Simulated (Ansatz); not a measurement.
Take CdTe in the zinc blende structure (space group F-43m, No. 216; a = 6.489 Å) as the base. Axes: x, y, z lie along the cube axes.

All numbers come from Ansatz (a quantum-chemistry and plane-wave program) PBEsol, no spin-orbit coupling.

Strains are applied to the cell and any free atomic positions relax; under biaxial strain the out-of-plane vector relaxes too.

One change was made to it. Results:

| quantity | base | after |
|---|---|---|
| energy relative to the base (free energy F) | 0 meV/atom | +4.2 meV/atom |
| pressure (mean of the normal stresses, compression positive) | 0.01 GPa | -0.78 GPa |
| volume per atom | 34.15 Å³ | 34.82 Å³ |

### Question
Which change produced these results?
A. biaxial strain −2.50 %, plane normal [111], relaxed out of plane
B. biaxial strain +0.42 %, plane normal [111], relaxed out of plane
C. biaxial strain +0.83 %, plane normal [111], relaxed out of plane
D. biaxial strain −1.67 %, plane normal [111], relaxed out of plane
E. biaxial strain +1.67 %, plane normal [111], relaxed out of plane

### Answer
E, biaxial strain +1.67 %, plane normal [111], relaxed out of plane. For comparison, the pressure in the other runs: biaxial strain −2.50 %, plane normal [111], relaxed out of plane gives 1.26 GPa; biaxial strain +0.83 %, plane normal [111], relaxed out of plane gives -0.39 GPa; biaxial strain −1.67 %, plane normal [111], relaxed out of plane gives 0.84 GPa; biaxial strain +0.42 %, plane normal [111], relaxed out of plane gives -0.20 GPa.

Whether these cells are dynamically stable was not tested.
